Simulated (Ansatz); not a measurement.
**Y$_{5}$Ge$_{3}$ (space group P6_3/mcm, No. 193; a cell from a computed database, its experimental status unchecked)**

```
Y5Ge3
1.0
    8.42097     0.00000     0.00000
   -4.21048     7.29277     0.00000
    0.00000     0.00000     6.33560
Y Ge
10 6
Direct
  0.00000   0.75737   0.75000
  0.00000   0.24263   0.25000
  0.24263   0.00000   0.25000
  0.75737   0.00000   0.75000
  0.24263   0.24263   0.75000
  0.75737   0.75737   0.25000
  0.33333   0.66667   0.50000
  0.66667   0.33333   0.50000
  0.66667   0.33333   0.00000
  0.33333   0.66667   0.00000
  0.39422   0.00000   0.75000
  0.60578   0.00000   0.25000
  0.39422   0.39422   0.25000
  0.60578   0.60578   0.75000
  0.00000   0.39422   0.75000
  0.00000   0.60578   0.25000
```

Method: Ansatz (a program for electronic structure), PBEsol, PAW, cutoff 420 eV, no spin-orbit coupling. Settings: 5×5×6 k-points, 0.05 eV Fermi–Dirac smearing.

```yaml
volume_per_atom: 24.32 Å³
density: 5.65 g/cm³
band_gap: zero
total_energy: -3967.868 eV/atom (σ→0; compares only within this code and set-up)
```

Whether these cells are dynamically stable was not tested. All final runs are without spin polarisation.
